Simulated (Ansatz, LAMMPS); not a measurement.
Si well of 9 atomic layers along [001] in random Si0.7Ge0.3, interfaces one step of a layer. Cell 16.67 × 16.67 × 49.63 Å, Si508Ge140, 648 atoms. Prepared with Tersoff's 1989 multicomponent potential (SiCGe.tersoff) run with LAMMPS: minimisation. 

Basis: localised support functions (accuracy medium) on a full density matrix. k-points: zone centre alone; occupations: Fermi-Dirac, 0.010 eV; spin polarisation not allowed. Scalar-relativistic, no spin-orbit coupling.

Predict the gap and bonding from PBE, support functions at accuracy medium on the grid of 370 eV (Ansatz, a program for electronic structure).


- Kohn-Sham gap of the cell on its k-mesh = 0.41 eV
- weight of the highest filled level on the well = 0.22
- weight of the lowest empty level on the well = 0.83
- coordination (neighbours within 2.857 Å) = 100.0 % 4-fold
- Ge-Ge bonds, mean ± spread = 2.469 ± 0.008 Å
- Ge-Si bonds, mean ± spread = 2.425 ± 0.008 Å
- Si-Si bonds, mean ± spread = 2.382 ± 0.007 Å
- bond angles, mean ± spread = 109.5° ± 1.1°
- pressure = -0.81 GPa
